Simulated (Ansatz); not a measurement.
The starting structures come from a database of crystals and need not be the phases stable at ambient conditions.

**Evanescent states of K2SnCl6 (Fm-3m, not sure to be the ambient phase, 9 atoms a cell, 27.6 Å³ an atom) along the normal of (110)**

The numbers are results of PBEsol (plane waves, PAW; Ansatz, a program for electronic structure), not measurements.

The gap is the functional's own, uncorrected, and κ follows it; spin-orbit coupling is left out. Mid-gap values are interpolated between the computed energies.

Energies count from the valence-band top; κ is the least over a 4×4 mesh across the current.

```csv
E (eV),κ (1/Å),where
0.06,0.115,Γ
0.18,0.184,Γ
0.30,0.223,Γ
0.42,0.250,Γ
0.54,0.260,Γ
0.66,0.264,Γ
0.78,0.266,Γ
0.90,0.266,Γ
1.02,0.265,Γ
1.14,0.261,Γ
1.26,0.255,Γ
1.38,0.247,Γ
1.50,0.237,Γ
1.62,0.223,Γ
1.74,0.206,Γ
1.86,0.184,Γ
1.98,0.154,Γ
2.10,0.111,Γ
```

**Question.** How thick must the barrier be to attenuate the transmission by 10^4 when the electrodes' Fermi level lies at 0.06 eV, and what attenuation does that film give at 1.02 eV?

**Answer.** d = 4 ln 10 / (2 × 0.115) = 40.0 Å. At 1.02 eV it gives 4 × 0.265/0.115 = 9.2 decades.
